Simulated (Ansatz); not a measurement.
## Ir, response to strain

Start from Ir in the fcc (Cu type) structure (space group Fm-3m, No. 225; a = 3.812 Å; relaxed with 0.1 eV smearing). Axes: x, y, z lie along the cube axes.

Strains are applied to the cell and any free atomic positions relax.

All numbers come from Kohn–Sham DFT with the LDA functional, run in Ansatz (a quantum-chemistry and plane-wave program) with PAW and 420 eV plane waves, without spin-orbit coupling.

Notes on the quantities. energy relative to the base: free energy F.

| uniaxial strain ε_zz (%) | energy relative to the base (meV/atom) |
|---|---|
| -3 | 27.8 |
| -2.5 | 19.1 |
| -2 | 12.1 |
| -1.5 | ? |
| -1 | 3.0 |
| -0.5 | 0.7 |
| 0 | 0.0 |

Q: Fit ΔE = Aε² + Bε³ (ε in %) to the rows shown and predict the withheld row.

A: Least squares on the printed values gives A = 2.90 and B = -0.062 meV/atom (largest residual 0.0 meV/atom); this predicts 6.7 meV/atom, and the run gives 6.7 meV/atom, in agreement.

Whether these cells are dynamically stable was not tested. The final runs are not spin-polarised.
